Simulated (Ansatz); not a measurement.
Base system: BN in the zinc blende structure (space group F-43m, No. 216; a = 3.610 Å).

Method: r2SCAN (Ansatz, an electronic-structure program), scalar-relativistic without spin-orbit coupling.

For the base:

- Band gap: 5.00 eV
- Shortest interatomic distance: 1.563 Å

Modification: a hydrostatic pressure of 30 GPa.

Task: What does the calculation give for the band gap after the change?

Result: The band gap grows by 0.085 eV (5.00 eV → 5.09 eV).

Task: What does the calculation give for the shortest interatomic distance after the change?

Result: The shortest interatomic distance drops by 0.035 Å to 1.528 Å.

Load acts through the strain it causes; cell and atoms are relaxed under it. Whether these cells are dynamically stable was not tested. No other phases were tried under pressure.
